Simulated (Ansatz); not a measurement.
ZnSe, pressure series

Consider ZnSe in the zinc blende structure (space group F-43m, No. 216; a = 5.7330 Å).

Cell and atoms are relaxed at each pressure.

The values are results of DFT with PBE, PAW potentials and a 420 eV plane-wave cutoff in Ansatz (a quantum-chemistry and plane-wave program), scalar-relativistic without spin-orbit coupling, not measurements.

Candidates:
(a) pressure 1.5 GPa
(b) pressure 3 GPa
(c) pressure 0.7 GPa
(d) pressure 7.5 GPa

Base values:

| Property | Result |
|---|---|
| Band gap | 1.15 eV |

Problem. Order them by band gap, highest first.

Solution. (d) pressure 7.5 GPa (1.58 eV), (b) pressure 3 GPa (1.34 eV), (a) pressure 1.5 GPa (1.25 eV), (c) pressure 0.7 GPa (1.20 eV)

Load acts through the strain it causes; cell and atoms are relaxed under it. No phonon test of stability was made. Tetrahedral semiconductors of this kind turn to denser phases somewhere between about 1 and 50 GPa; those were not computed, so compressed cells here can lie past the real transition.
